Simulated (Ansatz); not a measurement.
Effect of biaxial strain +3.81 %, plane normal [001], relaxed out of plane on Ir

Base system: Ir in the fcc (Cu type) structure (space group Fm-3m, No. 225; a = 3.844 Å). Axes: x, y, z lie along the cube axes.

The change: tensile biaxial strain of 3.81 % in the plane normal to [001], as in epitaxy on a mismatched substrate; the out-of-plane cell vector and the atoms relax.

Calculations: r2SCAN/PAW in Ansatz (a program for electronic structure), spin-orbit coupling left out. Settings: 21×21×21 k-points, 0.05 eV Fermi–Dirac smearing.

```tsv
quantity	base	changed	shift
volume per atom	14.20 Å³	14.86 Å³	+0.66 Å³
shortest interatomic distance	2.718 Å	2.732 Å	+0.014 Å
energy relative to the base (free energy F)	0 meV/atom	+79 meV/atom	+79 meV/atom
pressure (mean of the normal stresses, compression positive)	0.0 GPa	-14.4 GPa	-14.4 GPa
band gap	zero	zero	–
out-of-plane strain (rough)	–	-2.90 %	–
```

Final structure (turned so that z lies along the plane normal):

```yaml
crystal:
  lattice:
    - [2.82199, 0.00000, 0.00000]
    - [0.00000, 2.82199, 0.00000]
    - [1.41099, -1.41099, 1.86649]
  atoms:
    - { symbol: Ir, position: [0.00000, 0.00000, 0.00000] }
```

Without a gap, meshes like the base's 21×21×21 leave anisotropic stresses uncertain by several tenths of a GPa, and small strain energies with them. Whether these cells are dynamically stable was not tested. All final runs are without spin polarisation.
